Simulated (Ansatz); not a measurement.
The structure below was relaxed with Ansatz (a program for electronic structure), PBEsol, PAW, cutoff 420 eV, scalar-relativistic without spin-orbit coupling.

Space group Fm-3m (No. 225); a = 7.5779 Å, b = 7.5779 Å, c = 7.5779 Å, α = 90.00°, β = 90.00°, γ = 90.00°

```csv
atom,site,symmetry,x,y,z
Cs,4a,m-3m,0.0000,0.0000,0.0000
```

Question: Write out a cell with all atoms.

Answer: 
```cif
data_Cs4
_chemical_formula_sum 'Cs4'
_space_group_name_H-M_alt 'P 1'
_space_group_IT_number 1
_cell_length_a 7.57795
_cell_length_b 7.57795
_cell_length_c 7.57795
_cell_angle_alpha 90.000
_cell_angle_beta 90.000
_cell_angle_gamma 90.000
loop_
_space_group_symop_operation_xyz
  'x, y, z'
loop_
_atom_site_label
_atom_site_type_symbol
_atom_site_fract_x
_atom_site_fract_y
_atom_site_fract_z
_atom_site_occupancy
Cs1 Cs 0.00000 0.00000 0.00000 1
Cs2 Cs 0.00000 0.50000 0.50000 1
Cs3 Cs 0.50000 0.00000 0.50000 1
Cs4 Cs 0.50000 0.50000 0.00000 1
```
This is the conventional cell.

Whether these cells are dynamically stable was not tested. The final runs are not spin-polarised. The cell was made from Ca by this change: Ca → Cs; the result is a model cell. This is not the structure that Cs has at room temperature and ambient pressure.
